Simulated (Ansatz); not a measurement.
## Response to strain in CdS

Consider CdS in the zinc blende structure (space group F-43m, No. 216; a = 5.757 Å). Axes: x, y, z lie along the cube axes.

Strains are applied to the cell and any free atomic positions relax; under biaxial strain the out-of-plane vector relaxes too.

Level of theory: LDA (Ansatz, a quantum-chemistry and plane-wave program), no spin-orbit coupling.

Notes on the quantities. energy relative to the base: free energy F.

```csv
variant,ratio −ε⊥/ε∥,band gap,energy relative to the base
base,–,0.95 eV,0 meV/atom
"biaxial strain −3.00 %, plane normal [001], relaxed out of plane",1.45,0.89 eV,+7.3 meV/atom
"biaxial strain −2.50 %, plane normal [001], relaxed out of plane",1.46,0.90 eV,+5.0 meV/atom
"biaxial strain −2.00 %, plane normal [001], relaxed out of plane",1.46,0.91 eV,+3.2 meV/atom
"biaxial strain −1.00 %, plane normal [001], relaxed out of plane",1.48,0.93 eV,+0.8 meV/atom
"biaxial strain −0.50 %, plane normal [001], relaxed out of plane",–,0.94 eV,+0.2 meV/atom
"biaxial strain +0.50 %, plane normal [001], relaxed out of plane",–,0.92 eV,+0.2 meV/atom
"biaxial strain +1.50 %, plane normal [001], relaxed out of plane",1.53,0.86 eV,+1.7 meV/atom
"biaxial strain +2.00 %, plane normal [001], relaxed out of plane",1.54,0.83 eV,+2.9 meV/atom
"biaxial strain +2.50 %, plane normal [001], relaxed out of plane",1.54,0.80 eV,+4.5 meV/atom
```

Semilocal Kohn–Sham gaps tend to fall short of experiment. Stability against distortions was not tested.
